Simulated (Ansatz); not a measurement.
The starting structures come from a database of crystals and need not be the phases stable at ambient conditions.

 Where the default PAW files enter, the runs use the earlier of Ansatz's two default sets.

Tunnelling through a barrier is set by its complex band structure: the current falls as exp(−2κd) with the smallest κ.

Data:

```xyz
8
Lattice="4.2537 0.0000 0.0000 0.0000 8.5119 0.0000 -0.0045 0.0000 6.0158" Properties=species:S:1:pos:R:3 pbc="T T T"
Cu     2.3057     3.1800     1.6061
Cu     0.1766     5.3318     4.6140
Cu     2.2550     7.4571     1.6217
Cu     0.1259     1.0548     4.6297
I      0.1760     3.1934     0.1027
I      2.3006     5.3185     3.1106
I      0.1346     7.4457     0.1160
I      2.2592     1.0662     3.1239
```

Space group of this cell: Pc. The cell is taken as given.

Transport runs along the normal of the first two printed cell vectors.

The gap is the functional's own, uncorrected, and κ follows it; spin-orbit coupling is left out. Mid-gap values are interpolated between the computed energies.

Question: Estimate the band gap and the smallest decay constant κ at mid-gap that r2SCAN in Ansatz (a program for electronic structure) returns for this system.

Answer: Gap 1.67 eV on a 8×4×6 mesh; κ = 0.153 1/Å, at the zone centre.
